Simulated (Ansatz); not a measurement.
Results of HSE06 (PAW; Ansatz, an electronic-structure program) for Ga2Se3 (Cc, No. 9).

Settings: plane-wave cutoff 500 eV, 4×4×4 k mesh, gaussian smearing 0.02 eV, scalar-relativistic PAW data made under PBE.

Cell (relaxed with PBEsol):

```xyz
10
Lattice="3.3247 -5.8261 -0.0057 3.3247 5.8261 -0.0057 -2.1297 0.0000 6.2848" Properties=species:S:1:pos:R:3 pbc="T T T"
Ga     2.0689    -2.9292     3.1058
Ga     1.0041     2.9292     6.2482
Ga     2.2620     0.9994     3.1296
Ga     1.1972    -0.9994     6.2719
Se     1.9509     0.9074     0.6930
Se     0.8861    -0.9074     3.8354
Se     4.4278     0.9593     4.0228
Se     5.4926    -0.9593     0.8805
Se     1.1020     3.0629     3.8044
Se     2.1668    -3.0629     0.6620
```

Q: Give the computed band gap.

A: 
* **band gap**: 2.10 eV (on the SCF k mesh)

Measured, for comparison: band gap 2.05 eV (temperature not stated, not corrected to a static lattice, compiled measured gap; kind and temperature not stated; as tabulated in Kothakonda et al. (2022), arXiv:2208.02841).

Note: cell and atoms aren't relaxed at this level (pressure 0.9 GPa).

Spin–orbit coupling is not included.

The computed numbers hold no vibrational or temperature effects.
